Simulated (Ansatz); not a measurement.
Take InAs in the zinc blende structure (space group F-43m, No. 216; a = 6.026 Å) as the base.

Level of theory: Kohn–Sham DFT with the LDA functional, run in Ansatz (a quantum-chemistry and plane-wave program) with PAW and 420 eV plane waves, no SOC.

Before the change:

The pressure is 0.0 GPa and the band gap comes out as zero.

Perturbation: the cell is scaled by 0.9800 in all directions, atoms relaxed at fixed cell.

Q: What happens to the energy relative to the base?

A: The energy goes up by 20 meV/atom.

Q: How does this affect the pressure?

A: The pressure goes from zero to 4.2 GPa.

Q: How does this affect the band gap?

A: The band gap stays zero.

A case with no gap was solved on a k-mesh chosen for an insulator, which is coarse for it. The cells carry an imposed strain or load. Whether these cells are dynamically stable was not tested. All final runs are without spin polarisation. The zero or small gap of InAs can change with the level of theory.
